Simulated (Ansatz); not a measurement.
The structure below was relaxed with PBEsol (Ansatz, an electronic-structure program; PAW; 420 eV plane waves; scalar-relativistic without spin-orbit coupling), at pressure 3 GPa.

Space group Fm-3m (No. 225); a = b = c = 3.543 Å, α = β = γ = 90.00°

```csv
atom,site,symmetry,x,y,z
Cu,4a,m-3m,0.0000,0.0000,0.0000
```

### Question
Write out a cell with all atoms.

### Answer
```cif
data_Cu4
_chemical_formula_sum 'Cu4'
_space_group_name_H-M_alt 'P 1'
_space_group_IT_number 1
_cell_length_a 3.54347
_cell_length_b 3.54347
_cell_length_c 3.54347
_cell_angle_alpha 90.000
_cell_angle_beta 90.000
_cell_angle_gamma 90.000
loop_
_space_group_symop_operation_xyz
  'x, y, z'
loop_
_atom_site_label
_atom_site_type_symbol
_atom_site_fract_x
_atom_site_fract_y
_atom_site_fract_z
_atom_site_occupancy
Cu1 Cu 0.00000 0.00000 0.00000 1
Cu2 Cu 0.00000 0.50000 0.50000 1
Cu3 Cu 0.50000 0.00000 0.50000 1
Cu4 Cu 0.50000 0.50000 0.00000 1
```
This is the conventional cell.

Load acts through the strain it causes; cell and atoms are relaxed under it. Stability against distortions was not tested. All final runs are without spin polarisation. The cell was made from Cu in the fcc (Cu type) structure (space group Fm-3m, No. 225) by this change: pressure 3 GPa.
